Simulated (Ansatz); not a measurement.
# A computed series for hypothetical zinc blende SbAs: pressure series

The reference is SbAs in the zinc blende structure (space group F-43m, No. 216; a = 6.4881 Å; a hypothetical phase, not in the database extracts checked).

Cell and atoms are relaxed at each pressure.

Level of theory: r2SCAN (Ansatz, a program for electronic structure), without spin-orbit coupling.

Two rows of this table had their results exchanged by mistake.

```tsv
pressure	volume per atom (Å³)	shortest distance (Å)	band gap
pressure −2 GPa	36.01	2.860	zero
pressure −1 GPa	35.02	2.833	zero
pressure 1.8 GPa	32.79	2.772	zero
pressure 4.2 GPa	31.30	2.729	zero
pressure 9 GPa	29.09	2.663	zero
pressure 18 GPa	26.32	2.576	zero
pressure 30 GPa	20.33	2.363	zero
pressure 45 GPa	21.81	2.420	zero
pressure 60 GPa	23.86	2.493	zero
```

Which two?

The rows for pressure 30 GPa and pressure 60 GPa: the volume has to fall steadily with pressure, so 23.86 Å³ belongs to pressure 30 GPa and 20.33 Å³ to pressure 60 GPa.

Load acts through the strain it causes; cell and atoms are relaxed under it. Whether these cells are dynamically stable was not tested. Competing high-pressure phases were not computed. The final runs are not spin-polarised.
